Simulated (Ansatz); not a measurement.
An Ansatz (a quantum-chemistry and plane-wave program) input (r2SCAN in Ansatz (plane waves to 500 eV, PAW, no spin-orbit coupling)):

Ansatz 0.2 input:
```yaml
crystal:
  lattice:
    - [4.1287078629, -0.0396355955, 0]
    - [-0.0396355955, 4.1287078629, 0]
    - [0, 0, 4.1287078629]
  atoms:
    - { symbol: Sn, position: [0, 0, 0] }
    - { symbol: Zr, position: [0.5, 0.5, 0.5] }
    - { symbol: O, position: [0, 0.5, 0.5] }
    - { symbol: O, position: [0.5, 0.5, 0] }
    - { symbol: O, position: [0.5, 0, 0.5] }
basis: { ecutwfc: 500, ecutrho_ratio: 4, xc_grid: 4, fft_grid_basis: typed }
kpoints: { mp_grid: { grid: [8, 8, 8] } }
hamiltonian:
  xc: r2scan
  dispersion: none
  pseudopotentials: { kind: paw }
scf: { occupations: { method: fermi_dirac, width: 0.05 }, convergence: { dr2_threshold: 0.0000000005 } }
output: { forces: true, stress: true }
checkpoint: { write: state.ck, write_every: 1000 }
```

Task: Which symmetry and how many k-points will the program report, and about how many plane waves at Γ?

Result: Space group Cmmm (ITA 65) with 8 operations, k-points 105 of 512, and 1803 plane waves at Γ.

Task: And the final pressure?

Result: 2.45 GPa (compression positive).

Single points use the geometry relaxed with PBEsol. The cells carry an imposed strain or load. No phonon test of stability was made. The cell was made from ZrSnO₃ in the cubic perovskite structure (space group Pm-3m, No. 221; a hypothetical phase, not in the database extracts checked) by this change: tensor shear ε_xy = −0.96 %. Many cubic perovskites are stable only at high temperature; tilts and polar distortions were not tested.
